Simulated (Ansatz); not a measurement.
The starting structures come from a database of crystals and need not be the phases stable at ambient conditions.

 Where the default PAW files enter, the runs use the earlier of Ansatz's two default sets.

# Evanescent states of Sr$_{2}$MgWO$_{6}$ (I4/m, not sure to be the ambient phase, 10 atoms a cell, 12.4 Å³ an atom, -2 GPa at this level) along the normal of (001)

These are PBEsol (plane waves, PAW; Ansatz, a first-principles code) values and carry that method's errors.

The gap is the functional's own, uncorrected, and κ follows it; spin-orbit coupling is left out. Mid-gap values are interpolated between the computed energies.

Energies count from the valence-band top; κ is the least over a 6×6 mesh across the current.

| E (eV) | κ (1/Å) | where |
|---|---|---|
| 0.07 | 0.150 | off Γ |
| 0.23 | 0.255 | off Γ |
| 0.38 | 0.301 | Γ |
| 0.53 | 0.321 | Γ |
| 0.68 | 0.339 | Γ |
| 0.82 | 0.354 | Γ |
| 0.97 | 0.367 | Γ |
| 1.12 | 0.378 | Γ |
| 1.27 | 0.387 | Γ |
| 1.43 | 0.396 | Γ |
| 1.57 | 0.393 | off Γ |
| 1.73 | 0.385 | off Γ |
| 1.88 | 0.374 | off Γ |
| 2.02 | 0.360 | off Γ |
| 2.17 | 0.342 | off Γ |
| 2.33 | 0.320 | off Γ |
| 2.48 | 0.291 | off Γ |
| 2.62 | 0.255 | off Γ |
| 2.77 | 0.205 | off Γ |
| 2.92 | 0.126 | off Γ |

Problem. How thick must the barrier be to attenuate the transmission by 10^4 when the electrodes' Fermi level lies at 2.48 eV, and what attenuation does that film give at 0.68 eV?

Solution. d = 4 ln 10 / (2 × 0.291) = 15.8 Å. At 0.68 eV it gives 4 × 0.339/0.291 = 4.7 decades.
